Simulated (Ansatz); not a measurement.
Start from BP in the zinc blende structure (space group F-43m, No. 216; a = 4.5366 Å). Axes: x, y, z lie along the cube axes.

All numbers come from Ansatz (a program for electronic structure) r2SCAN, without spin-orbit coupling.

A first run, uniaxial strain ε_xx = −0.44 %, gives secant values C11 ≈ 360 GPa and C12 ≈ 75 GPa from its stress. A second run applies isotropic strain +2.52 %.

What does linear elasticity predict for the bulk modulus −ΔP/(ΔV/V₀) in the second run, and what does the run give?

Linear elasticity: (C11 + 2 C12)/3 = 170 GPa. The run gives 140 GPa; any difference comes from nonlinear terms at these strains and numerical noise.

Whether these cells are dynamically stable was not tested.
